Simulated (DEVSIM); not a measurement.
Device: In0.49Ga0.51P/GaAs p-n heterojunction, at 250 K.

```
layer (left to right)       material  thickness (μm)  Nd (cm⁻³)  Na (cm⁻³)   τn (s)   τp (s)
---------------------  -------------  --------------  ---------  ---------  -------  -------
1                      In0.49Ga0.51P            1.60          -       3e16  3.2e-10  3.2e-10
2                               GaAs            1.60     2.4e15          -  3.2e-10  3.2e-10
```

Left contact: ohmic. Right contact: ohmic. Voltage is applied to the left contact. Recombination: SRH at mid-gap, Auger. Mobility is μmin + (μ − μmin)/(1 + (N/Nref)^α).

Constants are typed, rounded textbook-type inputs, not results; the design itself was drawn at random and stands for no fabricated device. Values at 300 K; Nc and Nv go as T^1.5, mobilities as T to minus their exponent, the gap by Varshni's rule with the affinity fixed.

| parameter | In0.49Ga0.51P | GaAs |
|---|---|---|
| gap (eV) | 1.89 | 1.424 |
| affinity (eV) | 4 | 4.07 |
| permittivity | 11.8 | 12.9 |
| Nc (cm⁻³) | 9e17 | 4.7e17 |
| Nv (cm⁻³) | 1.3e19 | 9e18 |
| μn (cm²/Vs) | 1500 | 8500 |
| μp (cm²/Vs) | 80 | 400 |
| μn,min | 400 | 500 |
| μp,min | 15 | 20 |
| Nref,n | 2e16 | 6e16 |
| Nref,p | 1.5e17 | 1.5e17 |
| αn | 0.7 | 0.39 |
| αp | 0.8 | 0.38 |
| T exponent of μn | 1.66 | 2.1 |
| T exponent of μp | 2 | 2.2 |
| Cn (cm⁶/s) | 3e-30 | 1e-30 |
| Cp (cm⁶/s) | 3e-30 | 1e-30 |
| Varshni α (eV/K) | 0.0005 | 0.000541 |
| Varshni β (K) | 250 | 204 |

Simulated with DEVSIM: 1D drift-diffusion, Boltzmann statistics, complete ionisation; no tunnelling, impact ionisation, image-force lowering or self-heating. Band offsets follow the typed affinities; no thermionic-emission limit at abrupt steps, no polarisation charge.

Question: Tabulate band edges, carrier densities and field at 1.05 V on the left contact.

Answer: Energies count from the Fermi level of the right contact; mesh points crowd at the junctions.

```json
[
 {"x (μm)": "0.000", "Ec (eV)": "0.734", "Ev (eV)": "-1.175", "n (cm⁻³)": "< 1e2", "p (cm⁻³)": "3.0e16", "field (V/cm)": "≈ 0"},
 {"x (μm)": "0.006962", "Ec (eV)": "0.734", "Ev (eV)": "-1.175", "n (cm⁻³)": "< 1e2", "p (cm⁻³)": "3.0e16", "field (V/cm)": "≈ 0"},
 {"x (μm)": "0.02396", "Ec (eV)": "0.734", "Ev (eV)": "-1.175", "n (cm⁻³)": "< 1e2", "p (cm⁻³)": "3.0e16", "field (V/cm)": "≈ 0"},
 {"x (μm)": "0.06546", "Ec (eV)": "0.734", "Ev (eV)": "-1.175", "n (cm⁻³)": "< 1e2", "p (cm⁻³)": "3.0e16", "field (V/cm)": "≈ 0"},
 {"x (μm)": "0.2326", "Ec (eV)": "0.734", "Ev (eV)": "-1.175", "n (cm⁻³)": "110", "p (cm⁻³)": "3.0e16", "field (V/cm)": "≈ 0"},
 {"x (μm)": "0.5748", "Ec (eV)": "0.734", "Ev (eV)": "-1.175", "n (cm⁻³)": "280", "p (cm⁻³)": "3.0e16", "field (V/cm)": "≈ 0"},
 {"x (μm)": "1.130", "Ec (eV)": "0.734", "Ev (eV)": "-1.175", "n (cm⁻³)": "670", "p (cm⁻³)": "3.0e16", "field (V/cm)": "≈ 0"},
 {"x (μm)": "1.458", "Ec (eV)": "0.732", "Ev (eV)": "-1.177", "n (cm⁻³)": "1100", "p (cm⁻³)": "2.7e16", "field (V/cm)": "-1100"},
 {"x (μm)": "1.545", "Ec (eV)": "0.660", "Ev (eV)": "-1.249", "n (cm⁻³)": "33000", "p (cm⁻³)": "9.7e14", "field (V/cm)": "-22000"},
 {"x (μm)": "1.581", "Ec (eV)": "0.550", "Ev (eV)": "-1.359", "n (cm⁻³)": "5600000", "p (cm⁻³)": "5.5e12", "field (V/cm)": "-39000"},
 {"x (μm)": "1.595", "Ec (eV)": "0.491", "Ev (eV)": "-1.418", "n (cm⁻³)": "8.5e7", "p (cm⁻³)": "2.4e11", "field (V/cm)": "-45000"},
 {"x (μm)": "1.603", "Ec (eV)": "0.389", "Ev (eV)": "-1.058", "n (cm⁻³)": "5.2e9", "p (cm⁻³)": "1.7e17", "field (V/cm)": "-35000"},
 {"x (μm)": "1.614", "Ec (eV)": "0.360", "Ev (eV)": "-1.086", "n (cm⁻³)": "2.0e10", "p (cm⁻³)": "4.6e16", "field (V/cm)": "-21000"},
 {"x (μm)": "1.640", "Ec (eV)": "0.318", "Ev (eV)": "-1.128", "n (cm⁻³)": "1.4e11", "p (cm⁻³)": "6.5e15", "field (V/cm)": "-13000"},
 {"x (μm)": "1.747", "Ec (eV)": "0.214", "Ev (eV)": "-1.232", "n (cm⁻³)": "1.7e13", "p (cm⁻³)": "5.2e13", "field (V/cm)": "-7600"},
 {"x (μm)": "1.966", "Ec (eV)": "0.122", "Ev (eV)": "-1.325", "n (cm⁻³)": "1.3e15", "p (cm⁻³)": "6.4e11", "field (V/cm)": "-1600"},
 {"x (μm)": "2.463", "Ec (eV)": "0.108", "Ev (eV)": "-1.338", "n (cm⁻³)": "2.4e15", "p (cm⁻³)": "1.4e11", "field (V/cm)": "≈ 0"},
 {"x (μm)": "2.901", "Ec (eV)": "0.108", "Ev (eV)": "-1.338", "n (cm⁻³)": "2.4e15", "p (cm⁻³)": "4.7e10", "field (V/cm)": "≈ 0"},
 {"x (μm)": "3.111", "Ec (eV)": "0.108", "Ev (eV)": "-1.338", "n (cm⁻³)": "2.4e15", "p (cm⁻³)": "1.4e10", "field (V/cm)": "≈ 0"},
 {"x (μm)": "3.166", "Ec (eV)": "0.108", "Ev (eV)": "-1.338", "n (cm⁻³)": "2.4e15", "p (cm⁻³)": "5.1e9", "field (V/cm)": "≈ 0"},
 {"x (μm)": "3.190", "Ec (eV)": "0.108", "Ev (eV)": "-1.338", "n (cm⁻³)": "2.4e15", "p (cm⁻³)": "1.6e9", "field (V/cm)": "≈ 0"},
 {"x (μm)": "3.200", "Ec (eV)": "0.108", "Ev (eV)": "-1.338", "n (cm⁻³)": "2.4e15", "p (cm⁻³)": "< 1e2", "field (V/cm)": "≈ 0"}
]
```
